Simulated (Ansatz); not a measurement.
An Ansatz (a quantum-chemistry and plane-wave program) input (LDA/PAW in Ansatz, no spin-orbit coupling):

Ansatz 0.2 input:
```yaml
crystal:
  lattice:
    - [4.5359522064, 0, 0]
    - [-2.2679761032, 3.9282498411, 0]
    - [0, 0, 7.3817256403]
  atoms:
    - { symbol: Mg, position: [0.3333333333, 0.6666666667, 0.9997715944] }
    - { symbol: Mg, position: [0.6666666667, 0.3333333333, 0.4997715944] }
    - { symbol: Te, position: [0.3333333333, 0.6666666667, 0.3762284056] }
    - { symbol: Te, position: [0.6666666667, 0.3333333333, 0.8762284056] }
basis: { ecutwfc: 420, ecutrho_ratio: 4, xc_grid: 2, fft_grid_basis: typed }
kpoints: { mp_grid: { grid: [9, 9, 5] } }
hamiltonian:
  xc: lda
  dispersion: none
  pseudopotentials: { kind: paw }
scf: { occupations: { method: fermi_dirac, width: 0.05 }, convergence: { dr2_threshold: 0.0000000004 } }
relax: { f_tol: 0.005, max_steps: 50 }
output: { forces: true, stress: true }
checkpoint: { write: state.ck, write_every: 1000 }
```

Problem. Which symmetry and how many k-points will the program report, and about how many plane waves at Γ?

Solution. Space group P63mc (ITA 186) with 12 operations, k-points 36 of 405, and 2563 plane waves at Γ.

Problem. And the final pressure?

Solution. -0.66 GPa (compression positive).

The cells carry an imposed strain or load. No phonon test of stability was made. The cell was made from MgTe in the wurtzite structure (space group P6_3mc, No. 186) by this change: isotropic strain +0.60 %.
